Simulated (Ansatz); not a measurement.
**Fermi-surface data of V4AlC3 (P6_3/mmc)**

Input:

```yaml
crystal:
  lattice:
    - [2.89041, 0.00000, 0.00000]
    - [-1.44521, 2.50317, 0.00000]
    - [0.00000, 0.00000, 22.57800]
  atoms:
    - { symbol: Al, position: [0.33333, 0.66667, 0.25000] }
    - { symbol: Al, position: [0.66667, 0.33333, 0.75000] }
    - { symbol: V, position: [0.00000, 0.00000, 0.84557] }
    - { symbol: V, position: [0.00000, 0.00000, 0.15443] }
    - { symbol: V, position: [0.00000, 0.00000, 0.34557] }
    - { symbol: V, position: [0.00000, 0.00000, 0.65443] }
    - { symbol: V, position: [0.66667, 0.33333, 0.94563] }
    - { symbol: V, position: [0.33333, 0.66667, 0.05437] }
    - { symbol: V, position: [0.33333, 0.66667, 0.44563] }
    - { symbol: V, position: [0.66667, 0.33333, 0.55437] }
    - { symbol: C, position: [0.66667, 0.33333, 0.39243] }
    - { symbol: C, position: [0.33333, 0.66667, 0.60757] }
    - { symbol: C, position: [0.33333, 0.66667, 0.89243] }
    - { symbol: C, position: [0.66667, 0.33333, 0.10757] }
    - { symbol: C, position: [0.00000, 0.00000, 0.50000] }
    - { symbol: C, position: [0.00000, 0.00000, 0.00000] }
```

Calculation: PBEsol, rigid bands (plane waves, PAW, scalar-relativistic; Ansatz, a first-principles code). How the cell was made: cell and atoms relaxed with PBEsol.

```
Quantity                                                            Result
------------------------------------  ------------------------------------
density of states at the Fermi level     5.43 states/(eV·cell), both spins
bare Sommerfeld coefficient                      0.80 mJ/(mol of atoms·K²)
Drude plasma energy                          2.9 (x), 2.9 (y), 1.49 (z) eV
root-mean-square Fermi velocity                                  2.7e5 m/s
resistivity times τ                   58 (x), 58 (y), 220 (z) ×10⁻²² Ω·m·s
```

A metal at this level (no band gap); rigid bands, thermally averaged at 300 K, both spins. Spin-orbit coupling is left out. τ is one relaxation time for all states.

Computed structure with no diffraction record at hand here (it may be known, metastable or hypothetical): V4AlC3 (P6_3/mmc). Treated as nonmagnetic (a ferromagnetic start lost its moment, other orders weren't tried): V4AlC3 (P6_3/mmc).
